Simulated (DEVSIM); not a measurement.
Structure: abrupt GaAs p-n junction, at 300 K.

Layer 1 from the left is GaAs, thickness (μm) 12.0, Na (cm⁻³) 5.4e15, τn (s) 6.4e-10, τp (s) 6.4e-10. Layer 2 from the left is GaAs, thickness (μm) 84.0, Nd (cm⁻³) 2e16, τn (s) 6.4e-10, τp (s) 6.4e-10.

Left contact: ohmic. Right contact: ohmic. Voltage is applied to the left contact. Recombination: SRH at mid-gap, Auger. Mobility is μmin + (μ − μmin)/(1 + (N/Nref)^α).

This is a model device: material constants are rounded textbook-type values typed into the input, and sizes, dopings and lifetimes were drawn at random. Values at 300 K.

GaAs: gap (eV) 1.424, affinity (eV) 4.07, permittivity 12.9, Nc (cm⁻³) 4.7e17, Nv (cm⁻³) 9e18, μn (cm²/Vs) 8500, μp (cm²/Vs) 400, μn,min 500, μp,min 20, Nref,n 6e16, Nref,p 1.5e17, αn 0.39, αp 0.38, Cn (cm⁶/s) 1e-30, Cp (cm⁶/s) 1e-30.

DEVSIM, 1D drift-diffusion, Boltzmann statistics, complete ionisation; no tunnelling, impact ionisation, image-force lowering or self-heating.

Problem. What does the simulation give for the largest field in the device at zero bias, the potential step across the device at zero bias?

Solution. largest field in the device at zero bias 36000 V/cm; potential step across the device at zero bias 1.151 V.
